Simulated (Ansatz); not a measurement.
An Ansatz (an electronic-structure program) input (DFT with LDA, PAW potentials and a 420 eV plane-wave cutoff in Ansatz, spin-orbit coupling left out):

Ansatz 0.2 input:
```yaml
crystal:
  lattice:
    - [0, 2.2115817838, 2.2115817838]
    - [2.2115817838, 0, 2.2115817838]
    - [2.2115817838, 2.2115817838, 0]
  atoms:
    - { symbol: B, position: [0, 0, 0] }
    - { symbol: P, position: [0.25, 0.25, 0.25] }
basis: { ecutwfc: 420, ecutrho_ratio: 4, xc_grid: 2, fft_grid_basis: typed }
kpoints: { mp_grid: { grid: [13, 13, 13] } }
hamiltonian:
  xc: lda
  dispersion: none
  pseudopotentials: { kind: paw }
scf: { occupations: { method: fermi_dirac, width: 0.05 }, convergence: { dr2_threshold: 0.0000000002 } }
relax: { f_tol: 0.005, max_steps: 50 }
output: { forces: true, stress: true }
checkpoint: { write: state.ck, write_every: 1000 }
```

Q: Which symmetry and how many k-points will the program report, and about how many plane waves at Γ?

A: Space group F-43m (ITA 216) with 24 operations, k-points 84 of 2197, and 411 plane waves at Γ.

Q: And the final pressure?

A: 8.66 GPa (compression positive).

The cells carry an imposed strain or load. Stability against distortions was not tested. The cell was made from BP in the zinc blende structure (space group F-43m, No. 216) by this change: isotropic strain −1.50 %.
